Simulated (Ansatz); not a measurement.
Phonon-limited electron mobility of C (Fd-3m) in cm²/(V·s), Ansatz (a quantum-chemistry and plane-wave program) with PBE, finite-displacement electron-phonon coupling, linearised Boltzmann equation. Geometry: relaxed with this functional, without spin-orbit coupling.

```json
[
 {"Condition": "200 K", "μ": "3400"},
 {"Condition": "250 K", "μ": "2300"},
 {"Condition": "300 K", "μ": "1590"},
 {"Condition": "350 K", "μ": "1140"},
 {"Condition": "400 K", "μ": "831"},
 {"Condition": "500 K", "μ": "…"},
 {"Condition": "600 K", "μ": "…"}
]
```

Some entries are withheld; supply them.


- 500 K, μ: 473
- 600 K, μ: 293

What exponent p of μ ∝ T^−p fits 200 to 400 K (along x)?

p ≈ 2.0; acoustic deformation-potential scattering alone gives 1.5.

Scattering by harmonic phonons alone: no impurities, screening or carrier-carrier scattering, bands fixed at 0 K. From a coarser fine mesh the values given move by up to 5 %. The mesh was bound by memory.
